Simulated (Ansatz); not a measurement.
Partial pair distribution functions of a relaxed model of amorphous Hf18O39In2, broadened by 0.06 Å; density 8.68 g/cm³. Level of theory: PBE, scalar-relativistic without spin-orbit coupling (plane waves to 420 eV, PAW; Ansatz, an electronic-structure program).

Preparation: random packing, a CHGNet melt and quench, and a DFT relaxation. O atoms were pushed apart under 1.9 Å during the dynamics, to hinder bonds among them. The hot cell started wider than the set density and was brought back towards it in steps. It is the lowest in DFT energy of 2 quenches. It is a model cell: composition and starting density were chosen by hand, and all elements were melted together. No dispersion term was used. Its density started from a set value of 8.80 and ended at 8.68 g/cm³. Cooling (nominally 450 K/ps over its main leg) ran many orders faster than in experiment, which tends to leave more defects and strain. One small periodic cell is one sample of the glass; other quenches scatter about these values. Volume and shape were free in the relaxation. On a 2×2×2 Γ-centred mesh force components of up to 0.12 eV/Å stay, since the relaxation ran on the zone centre alone.

```
r (Å)  g Hf-O  g O-In  g Hf-Hf  g O-O
-----  ------  ------  -------  -----
1.75     0.00    0.00     0.00   0.00
1.85     0.25    0.00     0.00   0.00
1.95     2.65    0.15     0.00   0.00
2.05     7.12    3.43     0.00   0.00
2.15     6.78    7.68     0.00   0.00
2.25     3.00    4.57     0.00   0.00
2.35     1.24    2.26     0.00   0.04
2.45     0.55    0.20     0.00   0.62
2.55     0.19    0.00     0.00   2.14
2.65     0.11    0.00     0.00   2.63
2.75     0.20    0.00     0.00   2.31
2.85     0.21    0.00     0.00   2.02
2.95     0.16    0.00     0.01   2.07
3.05     0.18    0.01     0.21   1.52
3.15     0.31    0.25     1.20   1.51
3.25     0.20    0.92     2.67   1.25
3.35     0.19    0.34     2.79   1.02
3.45     0.40    0.44     2.81   1.02
3.55     0.63    0.75     2.30   0.89
3.65     0.71    0.50     2.34   0.52
3.75     0.98    1.07     2.29   0.55
3.85     0.89    1.50     2.01   0.68
3.95     0.85    1.37     1.57   0.69
4.05     1.15    1.44     1.05   0.76
4.15     1.44    1.35     1.04   1.24
4.25     1.29    1.13     0.78   1.09
4.35     1.05    1.42     0.29   0.93
4.45     1.48    1.27     0.26   0.75
```

Within 2.60 Å each Hf has 6.22 O neighbours on average.
